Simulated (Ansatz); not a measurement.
Levels about the gap of amorphous Si₃₀N₄₁In (72 atoms in a cell of 816 Å³, 3.12 g/cm³; zone centre alone, so wide bands show as single levels with stretches between that a denser mesh fills), at the geometry that PBE relaxed, where it gives 2.9 GPa on a denser mesh. The participation number counts the atoms over which a state spreads; weights are charges in smoothed Voronoi cells. The levels come from a single point, so bond lengths are those of that geometry. Method of the levels: PBE, scalar-relativistic without spin-orbit coupling (Ansatz, a quantum-chemistry and plane-wave program). Sampling: the zone centre alone; Fermi-Dirac width 0.02 eV; no spin polarisation. At PBE the levels at both edges of the gap are localised (band-tail or defect states), and the nearest spread-out levels lie 3.7 eV apart at the zone centre.

The cell was made by melting and quenching with the CHGNet potential and then relaxed with DFT. N atoms were pushed apart under 1.9 Å during the dynamics, to hinder bonds among them. The hot cell started wider than the set density and was brought back towards it in steps. It is the lowest in DFT energy of 2 quenches. It is a model cell: composition and starting density were chosen by hand, and all elements were melted together. No dispersion term was used. Its density started from a set value of 3.12 and ended at 3.12 g/cm³. The quench (nominally 380 K/ps over its main leg) was far faster than any real one, so the model tends to hold more defects than a real film. Values belong to this one cell and scatter from quench to quench. The volume was held where the preparation left it and the shape relaxed, at a PBE pressure of 2.9 GPa. Stress components on the final sampling reach 3.0 GPa.

| E - E(highest filled), eV | filling | participation number | largest on | weight N | weight Si | weight In |
|---|---|---|---|---|---|---|
| -0.78 | filled | 16.3 | N, 3 neighbours | 0.88 | 0.11 | 0.01 |
| -0.65 | filled | 17.1 | N, 3 neighbours | 0.89 | 0.11 | 0.01 |
| -0.54 | filled | 10.8 | N, 2 neighbours | 0.89 | 0.11 | 0.00 |
| -0.37 | filled | 3.3 | N, 2 neighbours | 0.88 | 0.12 | 0.00 |
| -0.18 | filled | 8.7 | N, 3 neighbours | 0.89 | 0.10 | 0.00 |
| -0.08 | filled | 4.1 | N, 2 neighbours | 0.88 | 0.12 | 0.00 |
| 0.00 | filled | 8.9 | N, 3 neighbours | 0.89 | 0.10 | 0.01 |
| 1.37 | empty | 5.8 | In, 3 neighbours | 0.49 | 0.13 | 0.38 |
| 3.06 | empty | 45.5 | In, 3 neighbours | 0.51 | 0.44 | 0.05 |
| 3.38 | empty | 38.7 | Si, 4 neighbours | 0.46 | 0.52 | 0.03 |
| 3.53 | empty | 21.9 | Si, 3 neighbours | 0.45 | 0.55 | 0.01 |
| 3.59 | empty | 33.0 | Si, 4 neighbours | 0.44 | 0.55 | 0.01 |
| 3.74 | empty | 37.9 | Si, 3 neighbours | 0.47 | 0.51 | 0.02 |
| 3.89 | empty | 45.3 | Si, 4 neighbours | 0.47 | 0.52 | 0.01 |

Most localised among these is the filled level at -0.37 eV, on a N atom, which has 2 neighbours (Si 1.64 Å, Si 1.64 Å).
